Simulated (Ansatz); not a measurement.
## What isotropic strain −1.80 % does to KTaO3

Base system: KTaO₃ in the cubic perovskite structure (space group Pm-3m, No. 221; a = 4.0244 Å).

It is then changed as follows: every lattice vector is shortened by 1.80 %, atoms relaxed at fixed cell.

All numbers come from PBE, PAW, 420 eV (Ansatz, a quantum-chemistry and plane-wave program; no spin-orbit coupling). k-mesh 8×8×8 (Γ-centred); smearing 0.05 eV (Fermi–Dirac).

```json
[
 {"quantity": "volume per atom", "base": "13.04 Å³", "changed": "12.34 Å³", "shift": "-0.691 Å³"},
 {"quantity": "space group", "base": "Pm-3m (No. 221)", "changed": "Pm-3m (No. 221)", "shift": "–"},
 {"quantity": "shortest interatomic distance", "base": "2.012 Å", "changed": "1.976 Å", "shift": "-0.036 Å"},
 {"quantity": "energy relative to the base (free energy F)", "base": "0 meV/atom", "changed": "+24 meV/atom", "shift": "+24 meV/atom"},
 {"quantity": "band gap", "base": "2.16 eV", "changed": "2.28 eV", "shift": "+0.12 eV"},
 {"quantity": "gap character", "base": "indirect, R → Γ", "changed": "indirect, R → Γ", "shift": "–"},
 {"quantity": "mean gap deformation potential ΔEg/Δln V", "base": "–", "changed": "-2.3 eV", "shift": "–"},
 {"quantity": "width of the top valence band", "base": "1.07 eV", "changed": "1.07 eV", "shift": "+0.010 eV"}
]
```

Cost of the whole job for the changed cell (relaxation, final SCF and bands): roughly 10 core-seconds.

With Ta present, leaving out spin-orbit coupling can change the band edges. Whether these cells are dynamically stable was not tested.
